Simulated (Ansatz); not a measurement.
The parent structure is Al in the fcc (Cu type) structure (space group Fm-3m, No. 225; a = 3.9920 Å).

Level of theory: r2SCAN in Ansatz (plane waves to 500 eV, PAW, scalar-relativistic without spin-orbit coupling).

Before the change:

| Property | Value |
|---|---|
| Lattice parameter a | 3.992 Å |

Now apply this change: a hydrostatic pressure of 100 GPa.

Q: What does the calculation give for the lattice parameter a after the change?

A: The lattice parameter a shrinks by 0.540 Å (3.992 Å → 3.452 Å).

Load acts through the strain it causes; cell and atoms are relaxed under it. Whether these cells are dynamically stable was not tested. No other phases were tried under pressure.

Ansatz is a quantum-chemistry and plane-wave program.
